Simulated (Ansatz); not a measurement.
Strongest site found for several adsorbates on fcc Ir (111).

Method: PBE (plane waves to 420 eV, PAW; Ansatz, a first-principles code).

Counted are starts at which the adsorbate stayed whole and on top. Thin slabs; no dispersion, zero-point or thermal terms; negative values mean binding.

```tsv
adsorbate, area an adsorbate	reference	bonded to	E_ads (eV)	shortest bond to the host (Å)
S, 6 Å²	⅛ S8(g)	Ir	[?]	2.22
C, 6 Å²	an atom of graphite	3 Ir	2.32	1.99
Cl, 13 Å²	½ Cl2(g)	Ir	-0.96	[?]
C, 26 Å²	an atom of graphite	3 Ir	0.79	1.94
F, 26 Å²	½ F2(g)	Ir	[?]	1.96
S, 13 Å²	⅛ S8(g)	3 Ir	[?]	2.29
Cl, 6 Å²	½ Cl2(g)	Ir	[?]	2.27
```

Q: Some entries are withheld; supply them.

A: 
- S, 6 Å², E_ads (eV): -0.47
- Cl, 13 Å², shortest bond to the host (Å): 2.31
- F, 26 Å², E_ads (eV): -2.21
- S, 13 Å², E_ads (eV): -1.43
- Cl, 6 Å², E_ads (eV): -0.43
